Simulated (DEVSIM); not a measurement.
Device: CdTe p-i-n diode, at 300 K.

Layer 1 from the left is CdTe, thickness (μm) 0.640, Na (cm⁻³) 3.3e17, τn (s) 2.2e-9, τp (s) 2.2e-9. Layer 2 from the left is CdTe, thickness (μm) 33.0, Nd (cm⁻³) 2.7e11, τn (s) 2.2e-9, τp (s) 2.2e-9. Layer 3 from the left is CdTe, thickness (μm) 4.60, Nd (cm⁻³) 1.1e17, τn (s) 2.2e-9, τp (s) 2.2e-9.

Left contact: ohmic. Right contact: ohmic. Voltage is applied to the left contact. Recombination: SRH at mid-gap, radiative. Mobility is constant in doping.

The device is made up for the run: typed textbook-type constants, with dimensions and the other settings drawn at random. Values at 300 K.

CdTe: gap (eV) 1.5, affinity (eV) 4.28, permittivity 10.2, Nc (cm⁻³) 8e17, Nv (cm⁻³) 1.8e19, μn (cm²/Vs) 1000, μp (cm²/Vs) 80, B (cm³/s) 1e-10.

Model (solved in DEVSIM): 1D drift-diffusion, Boltzmann statistics, complete ionisation; no tunnelling, impact ionisation, image-force lowering or self-heating.

Q: What does the simulation give for the potential step across the device at zero bias?

A: potential step across the device at zero bias 1.345 V.
